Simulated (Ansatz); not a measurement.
## C (model structure, started from the Si type, Cmcm, No. 63, 12 atoms in the cell)

Level of theory: r²SCAN+rVV10 (Ansatz, a first-principles code, PAW).

Settings: plane-wave cutoff 560 eV, 14×14×4 k mesh (along the axes of the cell as run), Fermi–Dirac smearing 0.01 eV, scalar-relativistic PAW data made under PBE.

Cell (relaxed at this level):

```
C
1.0
    1.25241    -3.51519     0.00000
    1.25241     3.51519     0.00000
    0.00000     0.00000     8.33075
C
12
Direct
  0.75891   0.24109   0.44515
  0.24109   0.75891   0.55485
  0.24109   0.75891   0.94515
  0.75891   0.24109   0.05485
  0.43104   0.56896   0.65758
  0.56896   0.43104   0.34242
  0.56896   0.43104   0.15758
  0.43104   0.56896   0.84242
  0.97042   0.02958   0.40965
  0.02958   0.97042   0.59035
  0.02958   0.97042   0.90965
  0.97042   0.02958   0.09035
```

For C (model structure, started from the Si type, Cmcm, No. 63, 12 atoms in the cell), the band gap comes out as 3.01 eV (on the SCF k mesh).

Note: the relaxation could raise the start's symmetry but not lower it, so the cell can be a saddle point.

A model structure was made by putting elements into a prototype or built by hand; it is no filed structure, need not be a known phase, and can be a saddle point held by its symmetry.
